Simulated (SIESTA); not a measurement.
A self-consistent single point of CrB₄ (P1, 5 atoms in the cell) with SIESTA.

Level of theory: GGA PBEsol, numerical atomic orbitals TZP, PseudoDojo PBEsol standard norm-conserving potentials (rewritten from UPF to PSML) (SIESTA 5.4.2).

```yaml
crystal:
  lattice:
    - [-1.42485, 2.36627, 2.72992]
    - [1.42485, -2.36627, 2.72992]
    - [1.42485, 2.36627, -2.72992]
  atoms:
    - { symbol: Cr, position: [0.99100, 0.96904, 0.96586] }
    - { symbol: B, position: [0.50840, 0.33243, 0.17681] }
    - { symbol: B, position: [0.48252, 0.68984, 0.84187] }
    - { symbol: B, position: [0.15148, 0.33694, 0.82412] }
    - { symbol: B, position: [0.86660, 0.67175, 0.19134] }
```

Reference input (self-consistent single point, DFT, LDA PW92, numerical atomic orbitals TZP, PseudoDojo LDA standard norm-conserving potentials (rewritten from UPF to PSML)): XC.functional = LDA; XC.authors = PW92; potentials = PseudoDojo LDA standard; PAO.BasisSize = TZP; PAO.EnergyShift = 0.005 Ry; MeshCutoff = 350 Ry; kgrid.MonkhorstPack = 6 9 9; OccupationFunction = FD; ElectronicTemperature = 0.1 eV; MaxSCFIterations = 150; SCF.Mixer.Method = Broyden; SCF.Mixer.Weight = 0.25. This run's input differs from it in these lines:

```diff
@@ -1,2 +1,2 @@
-# files in the folder: Cr.psml B.psml (PseudoDojo LDA standard)
+# files in the folder: Cr.psml B.psml (PseudoDojo PBEsol standard)
 SystemName  CrB4
@@ -25,4 +25,4 @@
 
-XC.functional                LDA
-XC.authors                   PW92
+XC.functional                GGA
+XC.authors                   PBEsol
 PAO.BasisSize                TZP
```

Output, abridged:

```
        iscf     Eharris(eV)        E_KS(eV)     FreeEng(eV)     dDmax    Ef(eV) dHmax(eV)
   scf:    1    -2559.782554    -2691.950820    -2691.978145  1.459422 -4.496760 40.299072
   scf:    2    -2647.882035    -2722.006137    -2722.016159  0.732695 -8.451043 23.601523
   scf:    3    -2732.263265    -2738.352527    -2738.372151  0.466914 -6.719479  5.304277
   scf:    4    -2733.192868    -2737.792587    -2737.804022  0.129980 -7.390110  6.935049
   scf:    5    -2739.357968    -2739.285811    -2739.302452  0.105537 -6.955365  0.282559
   [... 7 lines left out ...]
   scf:   13    -2739.289600    -2739.289600    -2739.306156  0.000044 -6.971339  0.000274
   scf:   14    -2739.289600    -2739.289600    -2739.306156  0.000018 -6.971396  0.000121
   scf:   15    -2739.289599    -2739.289600    -2739.306156  0.000016 -6.971418  0.000143
   scf:   16    -2739.289600    -2739.289600    -2739.306156  0.000006 -6.971445  0.000062
SCF Convergence by DM+H criterion
max |DM_out - DM_in|         :     0.0000058631
max |H_out - H_in|      (eV) :     0.0000619005
SCF cycle converged after 16 iterations

Using DM_out to compute the final energy and forces

siesta: E_KS(eV) =            -2739.2896

siesta: E_KS - E_eggbox =     -2739.2896

siesta: Atomic forces (eV/Ang):
     1    0.958809    0.261416    0.165476
     2    0.257855    2.352954    1.971757
     3   -0.908753   -1.289951   -1.717633
     4   -0.267535   -2.186164    1.823751
     5   -0.040054    0.862177   -2.244372
   Tot    0.000323    0.000432   -0.001021
   Max    2.352954
   Res    1.411971    sqrt( Sum f_i^2 / 3N )
   Max    2.352954    constrained

Stress tensor Voigt[x,y,z,yz,xz,xy] (kbar):       18.63      -86.94      -21.58      -11.62       -4.85        6.56
   [... lines left out ...]
siesta: FreeEng =     -2739.306156
   [... lines left out ...]
siesta:     0.011625    0.004093   -0.003028
siesta:     0.004093   -0.054261   -0.007255
siesta:    -0.003028   -0.007255   -0.013469

siesta: Cell volume =         36.816702 Ang**3

siesta: Pressure (static):
siesta:                Solid            Molecule  Units
siesta:           0.00020369          0.00140847  Ry/Bohr**3
siesta:           0.01870176          0.12931931  eV/Ang**3
siesta:          29.96351798        207.19237837  kBar
```

The run converged in 16 iterations. Against the reference run the pressure goes from -3.81 to 3.00 GPa and the largest force goes from 2.960 to 3.081 eV/Å.

The starting cell comes from a database of computed structures (which also holds hypothetical and non-ambient phases and stackings), without a prior relaxation at this level. Its atoms were displaced at random from the sites of space group no. 71. Spin polarisation is off. Values carry the incompleteness of an atom-centred basis. Forces in this geometry exceed 1 eV/Å.

Cost on one core of a shared machine: roughly 6 min.
